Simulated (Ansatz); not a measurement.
Start from MoSi$_{2}$ (space group I4/mmm, No. 139; a = 3.1740 Å, c = 7.7787 Å; relaxed with 0.1 eV smearing).

Computed with LDA/PAW in Ansatz (an electronic-structure program), scalar-relativistic without spin-orbit coupling.

Strains are applied to the cell and any free atomic positions relax.

One change was made to it. Results:

```csv
quantity,base,after
energy relative to the base (free energy F),0 meV/atom,+56 meV/atom
"pressure (mean of the normal stresses, compression positive)",0.0 GPa,20.3 GPa
band gap,zero,zero
```

Problem. Name the change that was made.
A. isotropic strain +2.50 %
B. isotropic strain −1.00 %
C. isotropic strain +3.00 %
D. isotropic strain −2.50 %

Solution. D, isotropic strain −2.50 %. For comparison, the energy relative to the base in the other runs: isotropic strain −1.00 % gives +8.6 meV/atom; isotropic strain +3.00 % gives +67 meV/atom; isotropic strain +2.50 % gives +48 meV/atom.

Stability against distortions was not tested. All final runs are without spin polarisation.
